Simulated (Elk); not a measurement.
Input and output of a self-consistent single point for Fe (Im-3m, 1 atom in the cell) (Elk).

Computed with PBEsol, all-electron FP-LAPW, Elk's shipped species files, default APW+lo basis (Elk).

```
CELL_PARAMETERS angstrom
     -1.43500     1.43500     1.43500
      1.43500    -1.43500     1.43500
      1.43500     1.43500    -1.43500
ATOMIC_POSITIONS crystal
  Fe 0.00000 0.00000 0.00000
```
Moments meant for the start (each program seeds them in its own way; μB, in the order of the atoms Fe): 2.5.

Reference input (self-consistent single point, DFT, PBE, all-electron FP-LAPW, Elk's shipped species files, default APW+lo basis): xctype = 20; spinpol = true; swidth = 0.00367493 Ha; ngridk = 11 11 11; reducebf = 0.7; rmtscf = 0.92; nempty = 12 per atom; maxscl = 100; bfcmt = [[0.0, 0.0, -2.5]]. This run's input differs from it in these lines:

```diff
@@ -4,3 +4,3 @@
 xctype
-  20
+  22
```

Output, abridged:

```
│ Self-consistent loop started │
│ Loop number : 1 │
 total energy                :     -1270.94868954
 total moment                :    2.574278205
│ Loop number : 2 │
 total energy                :     -1271.13584787
 total moment                :    2.576183172
RMS change in Kohn-Sham potential (target) :    2.545177449     (  0.1000000000E-05)
Absolute change in total energy (target)   :   0.1871583335     (  0.1000000000E-03)
│ Loop number : 3 │
 total energy                :     -1268.27007899
 total moment                :    1.674362239
RMS change in Kohn-Sham potential (target) :    1.837399864     (  0.1000000000E-05)
   [... lines left out ...]
│ Loop number : 23 │
 total energy                :     -1271.66578699
 total moment                :   -2.262573591
RMS change in Kohn-Sham potential (target) :   0.1815782911E-05 (  0.1000000000E-05)
Absolute change in total energy (target)   :   0.2165997057E-04 (  0.1000000000E-03)
│ Loop number : 24 │
 total energy                :     -1271.66579409
 total moment                :   -2.262708279
RMS change in Kohn-Sham potential (target) :   0.2181213131E-06 (  0.1000000000E-05)
Absolute change in total energy (target)   :   0.1684035396E-05 (  0.1000000000E-03)
Convergence targets achieved

│ Loop number : 25 │

Energies :
 Fermi                       :     0.314804412180
 xc effective B-field        :    -0.110687655322
 external B-field            :      0.00000000000
 total energy                :     -1271.66578988
 (external B-field energy excluded from total)

Density of states at Fermi energy :    27.09424300
 (states/Hartree/unit cell)

Estimated indirect band gap :   0.1455857188E-02
 from k-point     21 to k-point      6
Estimated direct band gap   :   0.3276741858E-02
 at k-point     56

Charges :
 core                        :    10.00000000
 valence                     :    16.00000000
 interstitial                :    1.382405481
 muffin-tins (core leakage)
  species :    1 (Fe)
   atom    1                 :    24.61759452     (  0.1321609489E-11)
 total in muffin-tins        :    24.61759452
 total calculated charge     :    26.00041824
 total charge                :    26.00000000
 error                       :   0.4182396038E-03

Moments :
 interstitial                :   0.3288940490E-01
 muffin-tins
  species :    1 (Fe)
   atom    1                 :   -2.295588345
 total in muffin-tins        :   -2.295588345
 total moment                :   -2.262698940

│ Self-consistent loop stopped │
```

The run converged in 25 iterations. The count includes the last loop, which Elk runs after its targets are met. Against the reference run the size of the net moment hardly changes (2.25 to 2.26 μB/atom).

The starting cell has typed, rounded lattice constants, without a prior relaxation at this level. With one magnetic atom in the cell only a parallel order is possible. Values depend on the basis (sphere radii, cutoffs, local orbitals), which need not be converged. The log's line on a gap gives a spacing of levels on this mesh, which the program prints for metals too.
